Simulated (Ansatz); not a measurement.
The starting structures come from a database of crystals and need not be the phases stable at ambient conditions.

 Where the default PAW files enter, the runs use the earlier of Ansatz's two default sets.

Consider the following.

```yaml
crystal:
  lattice:
    - [5.13453, 0.00000, 0.00000]
    - [0.00000, 5.13453, 0.00000]
    - [0.00000, 0.00000, 8.36987]
  atoms:
    - { symbol: Sn, position: [0.98847, 0.98847, 0.50000] }
    - { symbol: Sn, position: [0.51153, 0.48847, 0.75000] }
    - { symbol: Sn, position: [0.01153, 0.01153, 0.00000] }
    - { symbol: Sn, position: [0.48847, 0.51153, 0.25000] }
    - { symbol: F, position: [0.25377, 0.13886, 0.32701] }
    - { symbol: F, position: [0.36114, 0.75377, 0.57701] }
    - { symbol: F, position: [0.74623, 0.86114, 0.82701] }
    - { symbol: F, position: [0.63886, 0.24623, 0.07701] }
    - { symbol: F, position: [0.75377, 0.36114, 0.42299] }
    - { symbol: F, position: [0.86114, 0.74623, 0.17299] }
    - { symbol: F, position: [0.24623, 0.63886, 0.92299] }
    - { symbol: F, position: [0.13886, 0.25377, 0.67299] }
```

Space group of this cell: P4_12_12. The cell was relaxed by PBE-D3(BJ); by r2SCAN its mean pressure is -2.3 GPa.

Transport runs along the normal of the first two printed cell vectors, the (001) plane of the conventional cell.

No gap correction and no spin-orbit coupling; mid-gap values are interpolated between computed energies.

**Question.** State the band gap and the smallest decay constant κ at mid-gap according to r2SCAN run with Ansatz (a first-principles code).

**Answer.** Gap 3.64 eV on a 6×6×4 mesh; κ = 0.539 1/Å, at (0.500, 0.000) of the in-plane reciprocal vectors. At the zone centre, at the nearest computed energy, the slowest state has κ = 0.56 1/Å.
